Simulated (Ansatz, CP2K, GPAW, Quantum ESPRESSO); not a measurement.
**Code comparison for TaGaNi6 (P4/mmm, 8 atoms in the cell)**

Self-consistent single point.

```yaml
crystal:
  lattice:
    - [3.65600, 0.00000, 0.00000]
    - [0.00000, 3.65600, 0.00000]
    - [0.00000, 0.00000, 7.24997]
  atoms:
    - { symbol: Ta, position: [0.00000, 0.00000, 0.50000] }
    - { symbol: Ga, position: [0.00000, 0.00000, 0.00000] }
    - { symbol: Ni, position: [0.50000, 0.50000, 0.00000] }
    - { symbol: Ni, position: [0.50000, 0.50000, 0.50000] }
    - { symbol: Ni, position: [0.50000, 0.00000, 0.24671] }
    - { symbol: Ni, position: [0.50000, 0.00000, 0.75329] }
    - { symbol: Ni, position: [0.00000, 0.50000, 0.24671] }
    - { symbol: Ni, position: [0.00000, 0.50000, 0.75329] }
```

Shared settings, as Ansatz (a first-principles code) writes them: kpoints.mp_grid.grid = 6 6 3; scf.occupations.method = gaussian; scf.occupations.width = 0.136 eV. Potentials and cutoffs stand in the table.

| code | model | pressure (GPa) | largest force (eV/Å) | cutoff |
|---|---|---|---|---|
| Ansatz | LDA (PW92), PAW files made with PBE | -18.11 | 0.207 | 420 eV |
| Quantum ESPRESSO | LDA (PZ), GBRV 1.5 ultrasoft (LDA) pseudopotentials | -18.11 | 0.205 | 50 Ry |
| GPAW | LDA (Perdew-Wang 92), GPAW PAW datasets LDA (gpaw-data 1.0.1) | -16.93 | 0.229 | 800 eV |
| CP2K | LDA (Pade form), GPW, DZVP-MOLOPT-SR-GTH basis, GTH-PADE potentials (GTH_POTENTIALS) | -22.26 | 0.467 | grid 600 Ry |

On Ansatz's run: spin-orbit coupling is off. Spin polarisation is off.

The spread over the programs that give each value: pressure within 5.33 GPa; largest force within 0.262 eV/Å.

CP2K uses small atom-centred bases, whose incompleteness enters pressures, forces and empty levels differently from a plane-wave cutoff. Ansatz's pressure is given at a fixed set of plane waves, as the other plane-wave codes print theirs; with its correction for the finite basis it is -18.05 GPa. The same LDA comes in different parametrisations, which differ slightly. In the pressure, GPAW (by 1.18) and CP2K (by 4.15) lie more than 1 GPa from the median of the plane-wave programs. In the force vectors, CP2K (by 0.261) lies more than 0.08 eV/Å from the median of the plane-wave programs.

The starting cell comes from a database of computed structures (which also holds hypothetical and non-ambient phases and stackings), without a prior relaxation at this level. Its lattice was rescaled by a random factor within 2.5 % of one.

Keys are those of Ansatz 0.2.
